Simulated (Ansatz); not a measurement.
We consider LiNbO3 (R-3, No. 148, 10 atoms in the cell; start mp-1078377; a measured phase of this formula has another space group), described by r²SCAN in Ansatz (plane waves, PAW).

Numerical settings: plane-wave cutoff 560 eV, 8×8×8 k mesh, Fermi–Dirac smearing 0.01 eV, no spin polarisation, scalar-relativistic PAW data made under PBE.

Cell (relaxed at this level):

```
CELL_PARAMETERS angstrom
      2.60435     1.50362     4.73919
     -2.60435     1.50362     4.73919
      0.00000    -3.00724     4.73919
ATOMIC_POSITIONS crystal
  Li 0.64325 0.64325 0.64325
  Li 0.35675 0.35675 0.35675
  Nb 0.85631 0.85631 0.85631
  Nb 0.14369 0.14369 0.14369
  O  0.04402 0.43823 0.78443
  O  0.95598 0.56177 0.21557
  O  0.78443 0.04402 0.43823
  O  0.21557 0.95598 0.56177
  O  0.43823 0.78443 0.04402
  O  0.56177 0.21557 0.95598
```

Question: Give the computed band gap and Γ–Γ gap.

Answer: 
- band gap = 4.45 eV (on the SCF k mesh)
- Γ–Γ gap = 5.10 eV

Note: the relaxation could not lower the start's symmetry, so the cell can be a saddle point above a distorted one.

Spin–orbit coupling is not included.

The computed numbers hold no vibrational or temperature effects.

It cost roughly 4 core-minutes of CPU time.

A start named mp-… is a Materials Project structure, which need not be a measured phase.

Ansatz is a program for electronic structure.
